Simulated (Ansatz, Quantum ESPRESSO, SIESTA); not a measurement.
**One structure in several programs: BeB₂ (P6/mmm, 3 atoms in the cell)**

Relaxation of cell and atoms.

```
BeB2
1.0
    2.92969     0.00000     0.00000
   -1.46484     2.53719     0.00000
    0.00000     0.00000     2.87733
Be B
1 2
Cartesian
  0.00000   0.00000   0.00000
  0.00000   1.69146   1.43867
  1.46485   0.84573   1.43867
```

Shared settings, as Ansatz (a first-principles code) writes them: kpoints.mp_grid.grid = 13 13 11; scf.occupations.method = fermi_dirac; scf.occupations.width = 0.136 eV. Potentials and cutoffs stand in the table.

```
code                                                                                                                                      model  final volume (Å³/atom)       cutoff
----------------  -----------------------------------------------------------------------------------------------------------------------------  ----------------------  -----------
SIESTA            GGA PBEsol, numerical atomic orbitals DZP, PseudoDojo PBEsol standard norm-conserving potentials (rewritten from UPF to PSML)                    7.13  grid 350 Ry
Quantum ESPRESSO                                                          PBEsol, PseudoDojo standard norm-conserving (PBESOL) pseudopotentials                    7.06        90 Ry
Ansatz                                                                                                          PBEsol, PAW files made with PBE                    7.04      default
```

The spread over the programs that give each value: final volume within 0.09 Å³/atom.

SIESTA uses small atom-centred bases, whose incompleteness enters pressures, forces and empty levels differently from a plane-wave cutoff. The programs treat the finite-basis stress differently while the cell relaxes: Ansatz adds an estimate of it.

The starting cell comes from a database of computed structures (which also holds hypothetical and non-ambient phases and stackings), without a prior relaxation at this level.

Keys are those of Ansatz 0.2.
